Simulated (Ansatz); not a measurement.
The parent structure is TiAl (space group P4/mmm, No. 123; relaxed with 0.1 eV smearing).

```
CELL_PARAMETERS angstrom
      2.82388     0.00000     0.00000
      0.00000     2.82388     0.00000
      0.00000     0.00000     4.07463
ATOMIC_POSITIONS crystal
  Al 0.50000 0.50000 0.50000
  Ti 0.00000 0.00000 0.00000
```

Cartesian axes are those of the cell as printed.

Method: Ansatz (an electronic-structure program), PBE, PAW, cutoff 420 eV, spin-orbit coupling left out, earlier PAW set.

For the base:

| Item | Result |
|---|---|
| Volume per atom | 16.25 Å³ |

One thing is altered: tensile biaxial strain of 3.36 % in the plane normal to [001], as in epitaxy on a mismatched substrate; the out-of-plane cell vector and the atoms relax.

Question: Estimate the effect on the volume per atom.

Answer: The volume per atom goes up by 0.45 Å³ to 16.70 Å³.

No phonon test of stability was made. All final runs are without spin polarisation.
